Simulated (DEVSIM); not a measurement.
Structure: Ni/SiO2/p-Ge capacitor, at 300 K.

| layer (left to right) | material | thickness (nm) | Na (cm⁻³) |
|---|---|---|---|
| 1 | SiO2 | 7.40 | - |
| 2 | Ge | 3900 | 2.3e16 |

Metal gate on the left, work function 5.1 eV. Fixed charge at the semiconductor interface -7.5e11 cm⁻² (in units of +e); no interface traps.

This is a model device: material constants are rounded textbook-type values typed into the input, and sizes, dopings and lifetimes were drawn at random. Values at 300 K.

```csv
parameter,SiO2,Ge
gap (eV),9,0.664
affinity (eV),0.9,4
permittivity,3.9,16
Nc (cm⁻³),-,1.04e19
Nv (cm⁻³),-,6e18
```

Model (solved in DEVSIM): 1D Poisson equation in equilibrium, Boltzmann statistics, complete ionisation; no quantum confinement or tunnelling. Metal contacts follow the ideal Schottky-Mott rule: no Fermi-level pinning, no interface dipoles.

Question: Tabulate band edges, carrier densities and field at 0.9 V on the gate.

Answer: Energies count from the Fermi level of the right contact; mesh points crowd at the junctions.

```csv
x (μm),Ec (eV),Ev (eV),n (cm⁻³),p (cm⁻³),field (V/cm)
0.000,3.300,-5.700,< 1e2,< 1e2,390000
0.001199,3.346,-5.654,< 1e2,< 1e2,390000
0.003351,3.429,-5.571,< 1e2,< 1e2,390000
0.005699,3.520,-5.480,< 1e2,< 1e2,390000
0.007481,0.485,-0.179,7.4e10,5.9e15,9100
0.008947,0.486,-0.178,7.1e10,6.2e15,8900
0.01235,0.489,-0.175,6.3e10,6.9e15,8200
0.02369,0.497,-0.167,4.6e10,9.5e15,6300
0.04428,0.507,-0.157,3.1e10,1.4e16,3700
0.09203,0.517,-0.147,2.1e10,2.1e16,930
0.1933,0.520,-0.144,1.9e10,2.3e16,39
0.5593,0.520,-0.144,1.9e10,2.3e16,≈ 0
1.212,0.520,-0.144,1.9e10,2.3e16,≈ 0
2.470,0.520,-0.144,1.9e10,2.3e16,≈ 0
3.405,0.520,-0.144,1.9e10,2.3e16,≈ 0
3.678,0.520,-0.144,1.9e10,2.3e16,≈ 0
3.806,0.520,-0.144,1.9e10,2.3e16,≈ 0
3.862,0.520,-0.144,1.9e10,2.3e16,≈ 0
3.893,0.520,-0.144,1.9e10,2.3e16,≈ 0
3.901,0.520,-0.144,1.9e10,2.3e16,≈ 0
3.905,0.520,-0.144,1.9e10,2.3e16,≈ 0
3.907,0.520,-0.144,1.9e10,2.3e16,≈ 0
```
